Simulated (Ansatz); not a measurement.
# Response to strain in Au

The parent structure is Au in the fcc (Cu type) structure (space group Fm-3m, No. 225; relaxed with 0.1 eV smearing).

```
Au
1.0
    0.00000     2.04148     2.04148
    2.04148     0.00000     2.04148
    2.04148     2.04148     0.00000
Au
1
Direct
  0.00000   0.00000   0.00000
```

Cartesian axes are those of the cell as printed.

Strains are applied to the cell and any free atomic positions relax; under biaxial strain the out-of-plane vector relaxes too.

Level of theory: PBEsol (Ansatz, a quantum-chemistry and plane-wave program; PAW; 420 eV plane waves; scalar-relativistic without spin-orbit coupling).

Notes on the quantities. energy relative to the base: free energy F.

| biaxial strain, plane normal [111], relaxed out of plane (%) | energy relative to the base (meV/atom) |
|---|---|
| 0 | 0.0 |
| 0.42 | 0.3 |
| 0.83 | 1.2 |
| 1.25 | 2.7 |
| 1.67 | ? |
| 2.08 | 6.8 |
| 2.5 | 9.4 |

Q: Fit ΔE = Aε² + Bε³ (ε in %) to the rows shown and predict the withheld row.

A: Least squares on the printed values gives A = 1.92 and B = -0.17 meV/atom (largest residual 0.0 meV/atom); this predicts 4.6 meV/atom, and the run gives 4.6 meV/atom, in agreement.

No phonon test of stability was made.
